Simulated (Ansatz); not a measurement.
## Effect of x(Au) = 0.5, 4 atoms, I4_1/amd on Ir

Take Ir in the fcc (Cu type) structure (space group Fm-3m, No. 225; a = 3.844 Å) as the base.

The other end (x = 1) is Au in the fcc (Cu type) structure (space group Fm-3m, No. 225): 17.54 Å³/atom, gap zero.

The change: Au replaces 50.0 % of the Ir, ordered in a cell of 4 atoms (starting symmetry I4_1/amd) and fully relaxed.

Computed with r2SCAN (Ansatz, an electronic-structure program; PAW; 500 eV plane waves; spin-orbit coupling left out). Γ-centred 16×16×16 mesh, Fermi–Dirac width 0.05 eV, for the changed cell.

The volume per atom goes up by 1.51 Å³, from 14.20 Å³ to 15.71 Å³ and the density falls by 1.90 g/cm³, from 22.47 g/cm³ to 20.57 g/cm³. The shortest interatomic distance grows by 0.081 Å, from 2.718 Å to 2.799 Å and the band gap remains zero. The mixing energy comes out as +0.47 eV/atom (to 0.01 eV only: unlike meshes or grids) and the deviation of the volume from the linear (Vegard-type) interpolation comes out as -1.0 %.

These are small ordered cells, not random alloys; other orderings at the same x differ. Spin-orbit coupling, missing from the scalar runs, can matter with Au and Ir. Stability against distortions was not tested. All final runs are without spin polarisation. IrAu has a high density of states at the Fermi level and may be magnetic at this level.
